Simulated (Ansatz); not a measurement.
Results of G0W0@PBEsol (Ansatz, an electronic-structure program, hard PAW, contour deformation) for NaBeH₃ (Pm-3m, No. 221; start mp-23729).

The cell is the one relaxed with PBEsol. Conventional cell: a = 3.3265 Å, b = 3.3265 Å, c = 3.3265 Å, α = 90.00°, β = 90.00°, γ = 90.00°.

One run with a 10×10×10 mesh, response cutoff 100 eV and 154 empty bands, not extrapolated in mesh or basis; no spin–orbit coupling.

Highest filled and lowest empty level by k point (fractions of the reciprocal vectors of the cell (3.326 -0.000 0.000) (-0.000 3.326 0.000) (0.000 0.000 3.326) Å; eV from the valence maximum of each method):

| k | PBEsol filled | PBEsol empty | QP filled | QP empty |
|---|---|---|---|---|
| 0 0 0 | -0.72 | 3.04 | -0.74 | 4.65 |
| 0 0 0.2 | -0.49 | 3.33 | [?] | [?] |
| 0 0.1 0.2 | -1.07 | 3.41 | [?] | [?] |
| 0 -0.5 -0.5 | -5.25 | 2.46 | [?] | [?] |
| 0.1 0.1 0.4 | -1.06 | 3.47 | [?] | [?] |
| 0.1 0.3 0.3 | -3.02 | 3.12 | [?] | [?] |
| 0.2 0.2 0.3 | -2.74 | 2.24 | [?] | [?] |
| 0.2 0.2 -0.5 | -2.47 | 2.90 | [?] | [?] |

Task: What belongs in the gaps?

Result: 
- 0 0 0.2, QP filled: -0.51
- 0 0 0.2, QP empty: 4.95
- 0 0.1 0.2, QP filled: -1.04
- 0 0.1 0.2, QP empty: 5.03
- 0 -0.5 -0.5, QP filled: -5.32
- 0 -0.5 -0.5, QP empty: 4.02
- 0.1 0.1 0.4, QP filled: -1.03
- 0.1 0.1 0.4, QP empty: 5.08
- 0.1 0.3 0.3, QP filled: -3.00
- 0.1 0.3 0.3, QP empty: 4.68
- 0.2 0.2 0.3, QP filled: -2.75
- 0.2 0.2 0.3, QP empty: 3.79
- 0.2 0.2 -0.5, QP filled: -2.49
- 0.2 0.2 -0.5, QP empty: 4.46

A start named mp-… is a Materials Project structure, which can be a computed phase never made.
